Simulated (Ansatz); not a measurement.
Pressure series in AlRu

Base system: AlRu in the CsCl type structure (space group Pm-3m, No. 221; a = 2.976 Å).

Cell and atoms are relaxed at each pressure.

Computed with PBEsol in Ansatz (plane waves to 420 eV, PAW, no spin-orbit coupling).

```tsv
P (GPa)	V (Å³/atom)
-2.00	13.307
-1.00	13.244
0.90	13.130
2.10	13.060
4.49	12.927
9.00	12.695
15.00	12.416
22.50	12.107
30.00	11.833
```

Task: Fit a third-order Birch–Murnaghan equation of state.

Result: Least squares on P(V) = (3B₀/2)[(V₀/V)^(7/3) − (V₀/V)^(5/3)]·[1 + (3/4)(B₀′ − 4)((V₀/V)^(2/3) − 1)] gives V₀ = 13.18 Å³/atom, B₀ = 220 GPa and B₀′ = 4.3.

Load acts through the strain it causes; cell and atoms are relaxed under it. Whether these cells are dynamically stable was not tested. Competing high-pressure phases were not computed. All final runs are without spin polarisation.

Ansatz is a quantum-chemistry and plane-wave program.
